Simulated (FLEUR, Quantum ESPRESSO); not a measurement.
A Quantum ESPRESSO input for a self-consistent single point of PtS2 (P-3m1, 3 atoms in the cell) (DFT, PBE, plane waves, PSlibrary ultrasoft (PBE) pseudopotentials):

```fortran
&CONTROL
 calculation = 'scf'
 prefix = 'pwscf'
 outdir = './tmp/'
 pseudo_dir = './'
 tprnfor = .true.
 tstress = .true.
/
&SYSTEM
 ibrav = 0
 nat = 3
 ntyp = 2
 ecutwfc = 45
 ecutrho = 450
 occupations = 'smearing'
 smearing = 'fermi-dirac'
 degauss = 0.0036749
/
&ELECTRONS
 conv_thr = 1.0d-9
 mixing_beta = 0.4
/
ATOMIC_SPECIES
Pt   195.0840  Pt.pbe-n-rrkjus_psl.1.0.0.UPF
S     32.0600  S.pbe-n-rrkjus_psl.1.0.0.UPF
ATOMIC_POSITIONS {crystal}
Pt    0.0000000000    0.0000000000    0.0000000000
S     0.6666666667    0.3333333333    0.7796600000
S     0.3333333333    0.6666666667    0.2203400000
K_POINTS {automatic}
6 6 3  0 0 0
CELL_PARAMETERS {angstrom}
   3.5047357635     0.0000000000     0.0000000000
  -1.7523678818     3.0351902048     0.0000000000
   0.0000000000     0.0000000000     5.5276660000
```

Problem. Write the same calculation as an input for FLEUR.

Solution. One input that does it (others would too):

Input of the input generator:

```
scf PtS2
&input film=f /
6.6229907323 0.0000001037 0.0000000000
-3.3114954559 5.7356781713 0.0000000000
0.0000000000 0.0000000000 10.4457748484
1.0
1.0 1.0 1.0

3
78 0.0000000000 0.0000000000 -0.0000000000
16 0.6666666667 0.3333333333 0.7796600000
16 0.3333333333 0.6666666667 0.2203400000

&comp jspins=1 /
&kpt div1=6 div2=6 div3=3 gamma=t /
&end /
```

```xml
<?xml version="1.0" encoding="UTF-8" standalone="no"?>
<fleurInput fleurInputVersion="0.39">
   <comment>
      scf PtS2                                                                                            
   </comment>
   <calculationSetup>
      <cutoffs Kmax="4.0" Gmax="14.0" GmaxXC="14.0" numbands="0"/>
      <scfLoop itmax="60" minDistance="0.00001" maxIterBroyd="99" imix="Anderson" alpha="0.05" precondParam="0.0" spinf="2.0"/>
      <coreElectrons ctail="T" frcor="F" kcrel="0" coretail_lmax="0"/>
      <xcFunctional name="pbe" relativisticCorrections="F"/>
      <magnetism jspins="1"/>
      <soc l_soc="F" theta="0.0" phi="0.0" spav="F"/>
      <expertModes spex="0" secvar="F"/>
      <geometryOptimization l_f="T" forcealpha="1.0" forcemix="BFGS" epsdisp="0.00001" epsforce="0.00001"/>
      <ldaU l_linMix="F" mixParam="0.05" spinf="1.0"/>
   </calculationSetup>
   <cell>
      <bzIntegration valenceElectrons="28.0" mode="hist" fermiSmearingEnergy="0.00183747">
         <kPointListSelection listName="default-1"/>
         <!-- k-points included here -->
         <xi:include xmlns:xi="http://www.w3.org/2001/XInclude" href="kpts.xml"> </xi:include>
      </bzIntegration>
      <!-- symmetry operations included here -->
      <xi:include xmlns:xi="http://www.w3.org/2001/XInclude" href="sym.xml"> </xi:include>
      <bulkLattice scale="1.0">
         <bravaisMatrix>
            <row-1>    6.6229907322999999     0.0000001037000000     0.0000000000000000</row-1>
            <row-2>   -3.3114954558999998     5.7356781713000000     0.0000000000000000</row-2>
            <row-3>    0.0000000000000000     0.0000000000000000    10.4457748483999993</row-3>
         </bravaisMatrix>
      </bulkLattice>
   </cell>
   <atomSpecies>
      <species name="Platinum (Pt)" element="Pt" atomicNumber="78">
         <mtSphere radius="2.52" gridPoints="869" logIncrement="0.015"/>
         <atomicCutoffs lmax="10" lnonsphr="8"/>
         <electronConfig flipSpins="F">
            <coreConfig>(1s1/2) (2s1/2) (2p1/2) (2p3/2) (3s1/2) (3p1/2) (3p3/2) (4s1/2) (3d3/2) (3d5/2) (4p1/2) (4p3/2) (5s1/2) (4d3/2) (4d5/2) (4f5/2) (4f7/2)</coreConfig>
            <valenceConfig>(5p1/2) (5p3/2) (6s1/2) (5d3/2) (5d5/2)</valenceConfig>
            <stateOccupation state="(6s1/2)" spinUp="0.5" spinDown="0.5"/>
            <stateOccupation state="(5d3/2)" spinUp="1.8" spinDown="1.8"/>
            <stateOccupation state="(5d5/2)" spinUp="2.7" spinDown="2.7"/>
         </electronConfig>
         <energyParameters s="6" p="6" d="5" f="5"/>
         <lo type="SCLO" l="1" n="5" eDeriv="0"/>
      </species>
      <species name="Sulfur (S)" element="S" atomicNumber="16">
         <mtSphere radius="1.65" gridPoints="569" logIncrement="0.02"/>
         <atomicCutoffs lmax="6" lnonsphr="4"/>
         <electronConfig flipSpins="F">
            <coreConfig>(1s1/2) (2s1/2) (2p1/2) (2p3/2)</coreConfig>
            <valenceConfig>(3s1/2) (3p1/2) (3p3/2)</valenceConfig>
            <stateOccupation state="(3p1/2)" spinUp="0.6666666666667" spinDown="0.6666666666667"/>
            <stateOccupation state="(3p3/2)" spinUp="1.3333333333333" spinDown="1.3333333333333"/>
         </electronConfig>
         <energyParameters s="3" p="3" d="3" f="4"/>
      </species>
   </atomSpecies>
   <atomGroups>
      <atomGroup species="Platinum (Pt)">
         <relPos label="                   1">.0000000000 .0000000000 .0000000000</relPos>
         <force calculate="T" relaxXYZ="TTT"/>
      </atomGroup>
      <atomGroup species="Sulfur (S)">
         <relPos label="                   2">-1.000/3.000 1.000/3.000 -.2203400000</relPos>
         <relPos label="                   3">1.000/3.000 -1.000/3.000 .2203400000</relPos>
         <force calculate="T" relaxXYZ="TTT"/>
      </atomGroup>
   </atomGroups>
   <output dos="F" band="F" slice="F">
      <checks vchk="F" cdinf="F"/>
      <bandDOS minEnergy="-.5*Htr" maxEnergy="0.5*Htr" sigma="0.015" storeEVData="T"/>
      <vacuumDOS vacdos="F" integ="F" star="F" nstars="0" locx1="0.0" locy1="0.0" locx2="0.0" locy2="0.0" nstm="0" tworkf="0.0"/>
      <unfoldingBand unfoldBand="F" supercellX="1" supercellY="1" supercellZ="1"/>
      <plotting iplot="0" polar="F">
         <plot TwoD="T" vec1="  1.0  0.0  0.0" vec2="  0.0  1.0  0.0" vec3="  0.0  0.0  1.0" zero="  0.0  0.0  0.0" file="plot"/>
      </plotting>
      <chargeDensitySlicing numkpt="0" minEigenval="0.0" maxEigenval="0.0" nnne="0" pallst="F"/>
      <specialOutput eonly="F"/>
      <magneticCircularDichroism mcd="F" energyLo="-10.0" energyUp="0.0"/>
   </output>
  <!-- We include the file relax.xml here to enable relaxations (see documentation) -->
  <xi:include xmlns:xi="http://www.w3.org/2001/XInclude" href="relax.xml"> <xi:fallback/> </xi:include>
</fleurInput>
```

Basis settings and potentials, where a program has them, do not carry over. This input uses DFT, PBE, all-electron FLAPW (FLEUR), scalar-relativistic valence.

The starting cell comes from a database of computed structures (which also holds hypothetical and non-ambient phases and stackings), without a prior relaxation at this level. Its lattice was rescaled by a random factor within 2.5 % of one.
